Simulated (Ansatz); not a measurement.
We consider A15 V3Si (cubic form, which distorts at low temperature), described by PBE-D3(BJ) in Ansatz (plane waves, PAW).

Input file:

Ansatz 0.2 input:
```yaml
crystal:
  lattice:
    - [4.6344241632, 0.0, 0.0]
    - [0.0, 4.6344241632, 0.0]
    - [0.0, 0.0, 4.6344241632]
  atoms:
    - { symbol: V, position: [0.25, 0.0, 0.5] }
    - { symbol: V, position: [0.5, 0.25, 0.0] }
    - { symbol: V, position: [0.5, 0.75, 0.0] }
    - { symbol: V, position: [0.75, 0.0, 0.5] }
    - { symbol: V, position: [0.0, 0.5, 0.75] }
    - { symbol: V, position: [0.0, 0.5, 0.25] }
    - { symbol: Si, position: [0.5, 0.5, 0.5] }
    - { symbol: Si, position: [0.0, 0.0, 0.0] }
basis:
  ecutwfc: 520
  ecutrho_ratio: 4
  xc_grid: 2
kpoints:
  mp_grid: { grid: [12, 12, 12] }
hamiltonian:
  xc: pbe
  dispersion: d3bj
  pseudopotentials: { kind: paw }
scf:
  occupations: { method: fermi_dirac, width: 0.05 }
  convergence: { dr2_threshold: 0.0000000008 }
output:
  forces: true
  stress: true
  eigenvalues: true
```

The run printed, among other lines:

```
Crystal: 8 atoms, lattice volume = 99.538 Å³
Basis set: ecut = 520 eV, 2721 PW (Γ), exchange–correlation on 72×72×72 points (8 copies of the dense FFT grid, shifted against one another)
Bands: 52, of which v1, the nominal top of the filled ones, is band 43 counted from 1 (42 counted from 0)
Symmetry: 48 space group operations
Space group: Pm-3n (ITA 223), of the structure as read, at distance tolerance 4.6e-5 Å
k-points: 84 of 1728
Functional: x = pbe(κ = 0.804, μ = 0.2195149727645171), c = pbe(β = 0.06672455060314922)
SCF iter   1: F=—  HF=-18755.158573 eV  |F-HF|=—  |Δ(HF+E_count)|=         —  Δρ=5.93e-3  dr2=1.60e-2
SCF iter   2: F=—  HF=-18755.153982 eV  |F-HF|=—  |Δ(HF+E_count)|=   4.59e-3  Δρ=2.56e-3  dr2=3.42e-3
  ...
SCF iter   6: F=—  HF=-18755.152670 eV  |F-HF|=—  |Δ(HF+E_count)|=   4.29e-7  Δρ=7.73e-6  dr2=4.13e-8
SCF iter   7: F=-18755.152670 eV  HF=-18755.152670 eV  |F-HF|=1.78e-10  |Δ(HF+E_count)|=   3.04e-9  Δρ=9.39e-7  dr2=7.66e-10
SCF 1 converged in 7 iterations: F = -18755.152670 eV  dr2 = 7.66e-10
SCF converged after 7 iterations
Free energy (F): -18755.152670 eV
Internal energy: -18755.042487 eV  (E = F + TS)
E sigma→0 (E₀):  -18755.097578 eV
Fermi energy:    16.580863 eV
--- Stress (GPa, compression-positive) ---
        0.000128       0.000000       0.000000
       -0.000000       0.000128       0.000000
        0.000000       0.000000       0.000128
  P = ⅓ Tr σ = 0.0001 GPa (0.001 kbar)
```

Note: symmetry holds this phase in the static calculation, where it need not be a minimum.

It cost roughly 30 core-seconds of CPU time.

Ansatz is a first-principles code.
